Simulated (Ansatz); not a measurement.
Input and output of a self-consistent single point for a (001) slab of BiS (cut from a parent of space group no. 12; 4 atoms in the cell) (Ansatz, a first-principles code).

Method of the run: LDA (PW92), default PAW files made with PBE (plane waves; Ansatz).

The change in words: vacuum of 8 angstrom (first run: 14 Å). Reference geometry:
```xyz
4
Lattice="3.9764 0.0000 0.0000 -3.9165 3.9760 0.0000 0.0000 0.0000 17.4196" Properties=species:S:1:pos:R:3 pbc="T T T"
Bi    -0.7548     3.1734     7.0000
Bi     1.3246     1.3048    10.4196
S      1.3324     1.3124     7.4662
S     -0.7625     3.1658     9.9534
```

Reference input (self-consistent single point, DFT, LDA (PW92), plane waves, default PAW files made with PBE): basis.ecutwfc = 420 eV; kpoints.mp_grid.grid = 11 11 1; hamiltonian.xc = lda; hamiltonian.pseudopotentials = {kind: paw} (the program's default PAW files); scf.occupations.method = fermi_dirac; scf.occupations.width = 0.1 eV. This run's input differs from it in these lines:

Ansatz 0.2 input:
```diff
@@ -4,8 +4,8 @@
     - [-3.916498, 3.975981, 0.000000]
-    - [0.000000, 0.000000, 17.419609]
+    - [0.000000, 0.000000, 11.419609]
   atoms:
-    - { symbol: Bi, position: [0.596301, 0.798151, 0.401846] }
-    - { symbol: Bi, position: [0.656355, 0.328177, 0.598154] }
-    - { symbol: S, position: [0.660180, 0.330090, 0.428610] }
-    - { symbol: S, position: [0.592476, 0.796238, 0.571390] }
+    - { symbol: Bi, position: [0.596301, 0.798151, 0.350275] }
+    - { symbol: Bi, position: [0.656355, 0.328177, 0.649725] }
+    - { symbol: S, position: [0.660180, 0.330090, 0.391101] }
+    - { symbol: S, position: [0.592476, 0.796238, 0.608899] }
 basis:
```

Output, abridged:

```
SCF iter   1: F=—  HF=-25910.777959 eV  |F-HF|=—  |Δ(HF+E_count)|=         —  Δρ=5.27e-3  dr2=7.32e-2  ethr=1.77e-3  ⟨swp⟩=6.7  Hψ=4573  notcnv=0
all-band conjugate gradients solve this SCF's bands
preconditioner: auto → LDOS
SCF iter   2: F=—  HF=-25910.763798 eV  |F-HF|=—  |Δ(HF+E_count)|=   1.42e-2  Δρ=1.88e-3  dr2=1.28e-2  ethr=1.74e-4  ⟨swp⟩=2.6  Hψ=2011  notcnv=0
SCF iter   3: F=—  HF=-25910.761310 eV  |F-HF|=—  |Δ(HF+E_count)|=   2.49e-3  Δρ=7.26e-4  dr2=1.91e-3  ethr=3.05e-5  ⟨swp⟩=2.0  Hψ=1665  notcnv=0
SCF iter   4: F=—  HF=-25910.760872 eV  |F-HF|=—  |Δ(HF+E_count)|=   4.38e-4  Δρ=1.47e-4  dr2=5.62e-5  ethr=4.55e-6  ⟨swp⟩=2.0  Hψ=1551  notcnv=0
SCF iter   5: F=—  HF=-25910.760963 eV  |F-HF|=—  |Δ(HF+E_count)|=   9.09e-5  Δρ=4.21e-5  dr2=4.69e-6  ethr=1.34e-7  ⟨swp⟩=3.0  Hψ=1963  notcnv=0
SCF iter   6: F=—  HF=-25910.760962 eV  |F-HF|=—  |Δ(HF+E_count)|=   1.37e-7  Δρ=1.06e-5  dr2=2.93e-7  ethr=1.12e-8  ⟨swp⟩=2.0  Hψ=1543  notcnv=0
SCF iter   7: F=-25910.760962 eV  HF=-25910.760962 eV  |F-HF|=6.15e-10  |Δ(HF+E_count)|=   3.29e-8  Δρ=1.84e-6  dr2=6.49e-9  ethr=2.38e-10  ⟨swp⟩=6.6  Hψ=4462  notcnv=0
SCF 1 converged in 7 iterations: F = -25910.760962 eV  dr2 = 6.49e-9
Free energy (F): -25910.760962 eV
Internal energy: -25910.701426 eV  (E = F + TS)
E sigma→0 (E₀):  -25910.731194 eV
Entropy (-TS):   -0.059536 eV (-14.884 meV/atom)
Fermi energy:    3.755051 eV
--- Forces (eV/Å), atoms counted from 1 ---
  atom   1  Bi     0.00944527     0.00930396     0.35224828
  atom   2  Bi    -0.00944527    -0.00930396    -0.35224828
  atom   3  S     -0.03157110    -0.03109878     0.10440269
  atom   4  S      0.03157110     0.03109878    -0.10440269
--- Stress (GPa, compression-positive) ---
       -1.729380      -0.186090       0.047467
       -0.186090      -1.723770       0.046757
        0.047467       0.046756      -1.091513
  P = ⅓ Tr σ = -1.5149 GPa (-15.149 kbar)
  The stress holds the Pulay correction. Without it, at fixed plane waves, as pw.x and ABINIT print it: P = -1.5280 GPa
```

The run converged in 7 iterations. Against the reference run the free energy goes up by 4.7 meV/atom and the largest force goes from 0.337 to 0.352 eV/Å.

The starting cell comes from a database of computed structures (which also holds hypothetical and non-ambient phases and stackings), without a prior relaxation at this level. The slab is cut from that crystal, and its faces are unrelaxed. Its lattice was rescaled by up to half a per cent. Spin-orbit coupling is off. Spin polarisation is off, though cut faces can carry moments; the slab shows no gap.
